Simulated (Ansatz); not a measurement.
## Hypothetical zinc blende KI, element substitutions

The parent structure is KI in the zinc blende structure (space group F-43m, No. 216; a hypothetical phase, not in the database extracts checked).

```
KI
1.0
    0.00000     3.99548     3.99548
    3.99548     0.00000     3.99548
    3.99548     3.99548     0.00000
I K
1 1
Direct
  0.75000   0.75000   0.75000
  0.00000   0.00000   0.00000
```

Each row replaces one element on all its sites; cell and atoms are relaxed.

Calculations: Ansatz (a first-principles code) PBE, no SOC.

Question: Only one of these keeps a band gap. Which?
A. I → C
B. K → Cs
C. K → Sc

Answer: B, K → Cs. Computed: K → Sc: zero; K → Cs: 3.72 eV; I → C: zero

The magnetic state is the one reached from the starting moments; the real material's order can differ, and small cells can't hold many antiferromagnetic ones. Spin-orbit coupling, missing from the scalar runs, can matter with I. Stability against distortions was not tested. As relaxed here, ScI, CsI and KC are hypothetical phases, not in the database extracts checked. Spin-polarised in the final run: ScI; the other runs are not. An odd electron count without spin: KC.
